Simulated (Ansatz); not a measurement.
Thermal properties of BAs in the zinc blende structure at 300 K from quasi-harmonic lattice dynamics in Ansatz (plane waves, PAW), for several functionals and conditions. The first row is the reference, at zero pressure. Dynamical quadrupoles are not included in the interpolation of the phonons between the solved wave vectors.

```csv
run,q mesh / k mesh,V (Å³/atom),α_L (10⁻⁶/K),bulk modulus B_T (GPa),γ,C_P (J/mol/K)
LDA,6×6×6 / 12×12×12,13.37,4.0,143,0.81,34.3
"LDA, coarser phonon mesh (4×4×4)",4×4×4 / 12×12×12,13.37,4.0,143,0.81,34.2
PBE,6×6×6 / 12×12×12,14.04,4.6,127,0.84,35.1
"LDA, pressure 15 GPa",6×6×6 / 12×12×12,12.24,2.5,201,0.68,32.1
"LDA, pressure 5 GPa",6×6×6 / 12×12×12,12.94,___,___,0.76,33.5
```

### Question
Complete the blanks.

### Answer

- LDA, pressure 5 GPa, α_L (10⁻⁶/K): 3.4
- LDA, pressure 5 GPa, bulk modulus B_T (GPa): 163

Whether this phase is the stable one at each condition was not tested.

The PAW data sets were generated under PBE and serve the other functionals too.

Ansatz is a program for electronic structure.
